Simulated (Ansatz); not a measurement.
**wurtzite BN (P6_3mc) under uniaxial stress along c**

Cell and atoms are relaxed with PBEsol to each stress (compression positive); bands and masses by r2SCAN, rigid bands (plane waves, PAW, scalar-relativistic; Ansatz, a first-principles code). Strains are changes of length against the unloaded cell.

```yaml
crystal:
  lattice:
    - [2.54101, 0.00000, 0.00000]
    - [-1.27050, 2.20058, 0.00000]
    - [0.00000, 0.00000, 4.20329]
  atoms:
    - { symbol: B, position: [0.33333, 0.66667, 0.00027] }
    - { symbol: B, position: [0.66667, 0.33333, 0.50027] }
    - { symbol: N, position: [0.33333, 0.66667, 0.37473] }
    - { symbol: N, position: [0.66667, 0.33333, 0.87473] }
```

```json
[
 {"stress (GPa)": "-18.00", "strain c (%)": "1.85", "strain basal x (%)": "-0.10", "gap (eV)": "5.698", "mₑ* c": "0.31", "mₑ* basal x": "0.50", "mₕ* c": "1.33", "mₕ* basal x": "0.78"},
 {"stress (GPa)": "-9.00", "strain c (%)": "0.89", "strain basal x (%)": "-0.05", "gap (eV)": "5.713", "mₑ* c": "0.30", "mₑ* basal x": "0.50", "mₕ* c": "1.29", "mₕ* basal x": "0.80"},
 {"stress (GPa)": "0", "strain c (%)": "0", "strain basal x (%)": "0", "gap (eV)": "5.737", "mₑ* c": "0.30", "mₑ* basal x": "0.50", "mₕ* c": "1.25", "mₕ* basal x": "0.81"},
 {"stress (GPa)": "9.00", "strain c (%)": "-0.84", "strain basal x (%)": "0.05", "gap (eV)": "5.772", "mₑ* c": "0.29", "mₑ* basal x": "0.50", "mₕ* c": "1.22", "mₕ* basal x": "0.83"},
 {"stress (GPa)": "18.00", "strain c (%)": "-1.64", "strain basal x (%)": "0.10", "gap (eV)": "5.814", "mₑ* c": "0.29", "mₑ* basal x": "0.50", "mₕ* c": "1.19", "mₕ* basal x": "0.85"}
]
```

c is the direction of the load; basal y strains as basal x. Masses are conductivity masses at 300 K in electron masses.

Question: From the two loads next to zero, find the Young modulus and the ratio of transverse to axial strain.

Answer: Between -9.00 and 9.00 GPa the strain along c changes by -1.73 % and that along basal x by 0.10 %. The modulus is 18.00/0.0173 = 1040 GPa and the ratio of the strains 0.06 (PBEsol, atoms relaxed).

Question: How fast does the gap move on either side of zero load?

Answer: Under tension, (5.698 − 5.737) eV over -18.00 GPa = 2 meV/GPa, or about -2.1 eV per unit strain; under compression, (5.814 − 5.737) eV over 18.00 GPa = 4 meV/GPa, or about -4.7 eV per unit strain. The two slopes part by 2 meV/GPa; gaps are resolved to about 0.01 eV, which allows 1 meV/GPa, so they differ.

Masses are those of dilute carriers in rigid bands with one relaxation time, without polarons. Third decimals of gaps are kept for the arithmetic. Spin-orbit coupling is left out. Every relaxation keeps the wurtzite phase (space group P6_3mc under this load), so a transition, a distortion that breaks the symmetry or fracture can't show. Wurtzite isn't the common bulk form of this compound.
